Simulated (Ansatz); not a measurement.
Take GeS in the GeS type structure (space group Pnma, No. 62; a = 10.661 Å, b = 3.681 Å, c = 4.356 Å; layered, stacked along the Cartesian x axis) as the base. Axes: x, y, z lie along a, b, c of the conventional cell.

All numbers come from PBE-D3(BJ), PAW, 420 eV (Ansatz, a quantum-chemistry and plane-wave program; no SOC).

The change: an isotropic linear strain of +2.50 %; the atoms relax in the strained cell.

Question: Predict the stress tensor and what it implies for the stiffness.

Answer: Stress of the strained cell less that of the base (GPa, compression positive):
```
  -2.45    0.00    0.00
   0.00   -4.08    0.00
   0.00    0.00   -2.79
```

Then B = −ΔP/(ΔV/V₀) with ΔV/V₀ = 0.0769 gives secant stiffness values (nonlinear terms included at this strain): B (at held cell shape, above the free-shape value) ≈ 40 GPa.

As a check, the harmonic strain energy −½ V₀ Δσ:ε is 16 meV/atom; the computed energy rise is 19 meV/atom.

Stability against distortions was not tested. The D3 term's C6 switches between coordination references near this geometry, which can add small steps to energies.
